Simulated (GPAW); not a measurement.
# GPAW run on Mg2Sn (Fm-3m, 3 atoms in the cell): self-consistent single point

Method of the run: PBE, GPAW PAW datasets PBE (gpaw-data 1.0.1) (plane waves; GPAW).

Input:

```python
from ase import Atoms
from ase.units import GPa
from gpaw import GPAW, PW

atoms = Atoms(['Mg', 'Mg', 'Sn'],
              cell=[[0.000000, 3.328777, 3.328777],
                    [3.328777, 0.000000, 3.328777],
                    [3.328777, 3.328777, 0.000000]],
              scaled_positions=[[0.250000, 0.250000, 0.250000],
                                [0.750000, 0.750000, 0.750000],
                                [0.000000, 0.000000, 0.000000]],
              pbc=True)

calc = GPAW(mode=PW(800),
            xc='PBE',
            kpts={'size': (6, 6, 6), 'gamma': True},
            occupations={'name': 'methfessel-paxton', 'width': 0.272, 'order': 0},
            nbands=-7,
            symmetry={'symmorphic': False, 'tolerance': 0.0005},
            maxiter=120)

atoms.calc = calc

energy = atoms.get_potential_energy()
print('Energy (eV):', round(energy, 6))
forces = atoms.get_forces()
print('Forces (eV/Ang):')
print(forces.round(5))
stress = atoms.get_stress()
print('Stress (GPa, Voigt):', (stress / GPa).round(4))
```

Output (repeated stretches shortened):

```
Input parameters:
  kpts: {gamma: True,
         size: (6, 6, 6)}
  maxiter: 120
  mode: {ecut: 800.0,
         name: pw}
  nbands: -7
  occupations: {name: methfessel-paxton,
                order: 0,
                width: 0.272}
  symmetry: {symmorphic: False,
             tolerance: 0.0005}
  xc: PBE

species:
  Mg:
    name: Magnesium
    Z: 12.0
    valence: 10
    core: 2
    charge: 0.0
    file: Mg.PBE.gz

    # Using partial waves for Mg as LCAO basis

  Sn:
    name: Tin
    Z: 50.0
    valence: 14
    core: 36
    charge: 0.0
    file: Sn.PBE.gz

    # Using partial waves for Sn as LCAO basis

Reference energy: -178909.983084  # eV

Spin-paired calculation

Convergence criteria:
 Maximum [total energy] change in last 3 cyles: 0.0005 eV / valence electron
 Maximum integral of absolute [dens]ity change: 0.0001 electrons / valence electron
 Maximum integral of absolute [eigenst]ate change: 4e-08 eV^2 / valence electron
 Maximum number of scf [iter]ations: 120

Symmetries present (total): 48
Symmetries with fractional translations: 0
216 k-points: 6 x 6 x 6 Monkhorst-Pack grid + [1/12,1/12,1/12]
16 k-points in the irreducible part of the Brillouin zone
       k-points in crystal coordinates                weights
   0:     0.00000000    0.00000000    0.00000000          1/216
   1:     0.16666667    0.16666667    0.00000000          6/216
   2:     0.16666667    0.16666667    0.16666667          8/216
   [... 7 lines left out ...]
          ...
  15:     0.50000000    0.50000000    0.50000000          4/216

Wave functions: Plane wave expansion
  Cutoff energy: 800.000 eV
  Number of coefficients (min, max): 3767, 3812
  Pulay-stress correction: 0.000000 eV/Ang^3 (de/decut=0.000000)

Occupation numbers: Methfessel-Paxton:
  width: 0.2720  # eV
  order: 0

Eigensolver

Densities:
  Coarse grid: 32*32*32 grid
  Fine grid: 64*64*64 grid
  Total Charge: 0.000000

Density mixing:
  Method: separate
  Backend: pulay
  Linear mixing parameter: 0.05
  old densities: 5
  Damping of long wavelength oscillations: 50

Hamiltonian:
  XC and Coulomb potentials evaluated on a 64*64*64 grid
  External potential:
    NoExternalPotential

XC parameters: PBE with 2 nearest neighbor stencil

Number of atoms: 3
Number of atomic orbitals: 25
Number of bands in calculation: 24
Number of valence electrons: 34
Bands to converge: occupied

Density initialized from atomic densities
  24 bands from LCAO basis set

Atomic positions and initial magnetic moments

Positions:
   0 Mg     1.664389    1.664389    1.664389    ( 0.0000,  0.0000,  0.0000)
   1 Mg     4.993165    4.993165    4.993165    ( 0.0000,  0.0000,  0.0000)
   2 Sn     0.000000    0.000000    0.000000    ( 0.0000,  0.0000,  0.0000)

Unit cell:
           periodic     x           y           z      points  spacing
  1. axis:    yes    0.000000    3.328777    3.328777    32     0.1201
  2. axis:    yes    3.328777    0.000000    3.328777    32     0.1201
  3. axis:    yes    3.328777    3.328777    0.000000    32     0.1201

  Lengths:   4.707602   4.707602   4.707602
  Angles:   60.000000  60.000000  60.000000

Effective grid spacing dv^(1/3) = 0.1311

     iter     time        total  log10-change:
                         energy   eigst   dens
iter:   1 --:--:--    -7.917590
iter:   2 --:--:--    -7.939560   -0.30  -1.34
iter:   3 --:--:--    -7.802852   -1.00  -1.37
iter:   4 --:--:--    -7.814080   -1.80  -1.87
iter:   5 --:--:--    -7.857797   -2.38  -1.96
iter:   6 --:--:--    -7.815700   -1.97  -1.79
iter:   7 --:--:--    -7.813612   -3.22  -2.92
iter:   8 --:--:--    -7.812148c  -3.90  -2.90
iter:   9 --:--:--    -7.812197c  -4.74  -3.14
iter:  10 --:--:--    -7.812350c  -4.98  -3.63
iter:  11 --:--:--    -7.812251c  -5.94  -3.59
iter:  12 --:--:--    -7.812319c  -5.59  -3.62
iter:  13 --:--:--    -7.812237c  -5.86  -3.73
iter:  14 --:--:--    -7.812235c  -7.15  -4.70c
iter:  15 --:--:--    -7.812234c  -7.85c -4.75c

Converged after 15 iterations.

Dipole moment: (0.000000, 0.000000, -0.000000) |e|*Ang

Energy contributions relative to reference atoms: (reference = -178909.983084)

Kinetic:         +3.047163
Potential:       +0.635766
External:        +0.000000
XC:             -11.495064
Entropy (-ST):   -0.016206
Local:           +0.008004
SIC:             +0.000000
--------------------------
Free energy:     -7.820338
Extrapolated:    -7.812234

Showing only first 2 kpts
 Kpt  Band  Eigenvalues  Occupancy
  0    15      4.86753    0.86816
  0    16      4.86753    0.86816
  0    17      6.57924    0.00000
  0    18      7.08929    0.00000

  1    15      3.96898    1.99999
  1    16      3.96898    1.99999
  1    17      6.12721    0.00000
  1    18      7.39315    0.00000

Fermi level: 4.83561

No gap
No difference between direct/indirect transitions
Energy (eV): -7.812234

Forces in eV/Ang:
  0 Mg    0.00000   -0.00000   -0.00000
  1 Mg   -0.00000   -0.00000   -0.00000
  2 Sn    0.00000    0.00000   -0.00000

Stress tensor:
    -0.019850     0.000000    -0.000000
     0.000000    -0.019850    -0.000000
    -0.000000    -0.000000    -0.019850
Stress (GPa, Voigt): [-3.1802 -3.1802 -3.1802 -0.     -0.      0.    ]
```

The run converged in 15 iterations. GPAW prints stress with tension positive.

The starting cell comes from a database of computed structures (which also holds hypothetical and non-ambient phases and stackings), without a prior relaxation at this level. Its lattice was rescaled by a random factor within 2.5 % of one. With a pressure of about 3 GPa the cell is away from its equilibrium volume at this level.
